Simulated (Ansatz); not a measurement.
The reference is SrO in the rock salt structure (space group Fm-3m, No. 225; a = 5.122 Å). Axes: x, y, z lie along the cube axes.

Computed with Ansatz (a program for electronic structure), PBEsol, PAW, cutoff 420 eV, without spin-orbit coupling.

Modification: the cell is scaled by 1.0250 in all directions, atoms relaxed at fixed cell.

Question: Predict the stress tensor and what it implies for the stiffness.

Answer: Stress of the strained cell less that of the base (GPa, compression positive):
```
  -5.88    0.00    0.00
   0.00   -5.88    0.00
   0.00    0.00   -5.88
```

Then B = −ΔP/(ΔV/V₀) with ΔV/V₀ = 0.0769 gives secant stiffness values (nonlinear terms included at this strain): B ≈ 76 GPa.

As a check, the harmonic strain energy −½ V₀ Δσ:ε is 23 meV/atom; the computed energy rise is 25 meV/atom.

Whether these cells are dynamically stable was not tested.
